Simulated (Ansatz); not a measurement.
## HgSb2O6: pressure 18 GPa

The parent structure is HgSb2O6 (space group P-31m, No. 162; a = 5.309 Å, c = 4.898 Å; a cell from a computed database, its experimental status unchecked).

Perturbation: cell and atoms relaxed at a pressure of 18 GPa.

Computed with Kohn–Sham DFT with the PBEsol functional, run in Ansatz (an electronic-structure program) with PAW and 420 eV plane waves, spin-orbit coupling left out, earlier PAW set. Settings: 7×7×7 k-points, 0.05 eV Fermi–Dirac smearing.

| quantity | base | changed | shift |
|---|---|---|---|
| volume per atom | 13.28 Å³ | 11.72 Å³ | -1.56 Å³ |
| density | 7.50 g/cm³ | 8.50 g/cm³ | +1.00 g/cm³ |
| lattice parameter a | 10.032 bohr | 9.859 bohr | -0.173 bohr |
| c/a ratio | 0.923 | 0.858 | -0.065 |
| shortest interatomic distance | 3.789 bohr | 3.719 bohr | -0.070 bohr |
| band gap (an upper bound: an edge found on the path is not a true extremum; both cells) | 0.53 eV | 0.67 eV | +0.145 eV |

Final structure:

```xyz
9
Lattice="5.2173 0.0000 0.0000 -2.6087 4.5183 0.0000 0.0000 0.0000 4.4741" Properties=species:S:1:pos:R:3 pbc="T T T"
Hg     0.0000     0.0000     0.0000
Sb     0.0000     3.0122     2.2370
Sb     2.6087     1.5061     2.2370
O     -1.6390     2.8389     3.3123
O     -0.9696     1.6795     1.1618
O      0.9696     1.6795     3.3123
O      1.6390     2.8389     1.1618
O      3.2780     0.0000     3.3123
O      1.9393     0.0000     1.1618
```

With Hg and Sb present, leaving out spin-orbit coupling can change the band edges. Load acts through the strain it causes; cell and atoms are relaxed under it. No phonon test of stability was made. No other phases were tried under pressure.
